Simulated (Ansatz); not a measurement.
Take BN in the zinc blende structure (space group F-43m, No. 216; a = 3.6241 Å) as the base.

Level of theory: PBE in Ansatz (plane waves to 420 eV, PAW, scalar-relativistic without spin-orbit coupling), earlier PAW set.

Before the change:

Smallest direct gap: 8.79 eV
Density: 3.46 g/cm³

Perturbation: cell and atoms relaxed at a pressure of 4.2 GPa.

Problem. Predict the new smallest direct gap and density.

Solution. The smallest direct gap rises by 0.05 eV to 8.84 eV; the density goes up by 0.04 g/cm³, from 3.46 g/cm³ to 3.50 g/cm³.

Load acts through the strain it causes; cell and atoms are relaxed under it. Whether these cells are dynamically stable was not tested.

Ansatz is an electronic-structure program.
